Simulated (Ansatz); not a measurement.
The starting structures come from a database of crystals and need not be the phases stable at ambient conditions.

Given:

```yaml
crystal:
  lattice:
    - [5.37205, 0.00000, 0.00000]
    - [0.00000, 9.38915, 0.00000]
    - [0.00000, -3.17837, 4.44299]
  atoms:
    - { symbol: Ca, position: [0.49093, 0.75000, 0.29240] }
    - { symbol: Ca, position: [0.50907, 0.25000, 0.70760] }
    - { symbol: Ca, position: [0.99093, 0.25000, 0.20760] }
    - { symbol: Ca, position: [0.00907, 0.75000, 0.79240] }
    - { symbol: Ti, position: [0.00000, 0.50000, 0.00000] }
    - { symbol: Ti, position: [0.50000, 0.50000, 0.50000] }
    - { symbol: Ti, position: [0.50000, 0.00000, 0.00000] }
    - { symbol: Ti, position: [0.00000, 0.00000, 0.50000] }
    - { symbol: O, position: [0.92322, 0.75000, 0.23133] }
    - { symbol: O, position: [0.07678, 0.25000, 0.76867] }
    - { symbol: O, position: [0.42322, 0.25000, 0.26867] }
    - { symbol: O, position: [0.57678, 0.75000, 0.73133] }
    - { symbol: O, position: [0.20971, 0.95984, 0.74945] }
    - { symbol: O, position: [0.79029, 0.04016, 0.25055] }
    - { symbol: O, position: [0.70971, 0.04016, 0.75055] }
    - { symbol: O, position: [0.29029, 0.95984, 0.24945] }
    - { symbol: O, position: [0.29029, 0.54016, 0.82977] }
    - { symbol: O, position: [0.70971, 0.45984, 0.17023] }
    - { symbol: O, position: [0.79029, 0.45984, 0.67023] }
    - { symbol: O, position: [0.20971, 0.54016, 0.32977] }
```

Space group of this cell: Pnma. The cell is taken as given; by PBEsol its mean pressure is -3.0 GPa.

Transport runs along the normal of the first two printed cell vectors.

The gap is the functional's own, uncorrected, and κ follows it; spin-orbit coupling is left out. Mid-gap values are interpolated between the computed energies.

Give the band gap and the smallest decay constant κ at mid-gap that PBEsol in Ansatz (a program for electronic structure) yields.

Gap 2.39 eV on a 6×8×8 mesh; κ = 0.291 1/Å, at the zone centre.
